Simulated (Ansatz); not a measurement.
System: CsCl-type NiAl. Method: r²SCANh (Ansatz, a first-principles code, plane waves, PAW).

Settings: plane-wave cutoff 520 eV, 10×10×10 k mesh, Fermi–Dirac smearing 0.05 eV, no spin polarisation, scalar-relativistic PAW data made under PBE.

Cell (relaxed at this level):

Space group Pm-3m (No. 221); a = 2.8545 Å, b = 2.8545 Å, c = 2.8545 Å, α = 90.00°, β = 90.00°, γ = 90.00°

```csv
atom,site,symmetry,x,y,z
Al,1b,m-3m,0.5000,0.5000,0.5000
Ni,1a,m-3m,0.0000,0.0000,0.0000
```

Q: Give the computed bulk modulus B0 and pressure derivative B′ of the bulk modulus.

A: 
- bulk modulus B0: 181 GPa
- pressure derivative B′ of the bulk modulus: 4.3

Measured, for comparison: bulk modulus 156 GPa (room temperature, no zero-point or thermal correction; as tabulated in Yamada et al. (2019), arXiv:1910.09660). Computed (rounded) less measured: bulk modulus +16 %.

Note: the run has no spin polarisation, so it can have missed a magnetic state.
